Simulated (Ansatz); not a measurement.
System: SiC (model structure, started from the CdTe type, P6₄22, No. 181, 6 atoms in the cell). Method: G0W0@PBEsol in Ansatz (hard PAW, contour deformation).

The same calculation (at the PBEsol cell, 9.536 Å³/atom) with different numerical settings; throughout: k mesh 3×3×2:

| run | response cutoff (eV) | empty bands | quasiparticle gap on the mesh (eV) | quasiparticle gap at Γ (eV) | rough time |
|---|---|---|---|---|---|
| 1 | 100 | 239 | 2.423 | 3.998 | 50 core-s |
| 2 | 150 | 438 | 2.519 | 4.075 | 100 core-s |
| 3 | 200 | 675 | 2.565 | 4.113 | 5 core-min |
| 4 | 250 | 943 | 2.589 | 4.132 | 10 core-min |
| 5 | 300 | 1240 | 2.603 | 4.143 | 10 core-min |
| 6 | 400 | 1909 | … | … | 40 core-min |

**Question.** Complete the blanks.

**Answer.** 
- 6, quasiparticle gap on the mesh (eV): 2.619
- 6, quasiparticle gap at Γ (eV): 4.157

In the column quasiparticle gap on the mesh (eV) the first row differs from the last by -0.196 and the next to last by -0.016.

The last row is no converged limit: other settings stay fixed.

A model structure was made by putting elements into a prototype or built by hand; it is no filed structure, need not be a known phase, and can be a saddle point held by its symmetry.

Ansatz is a first-principles code.
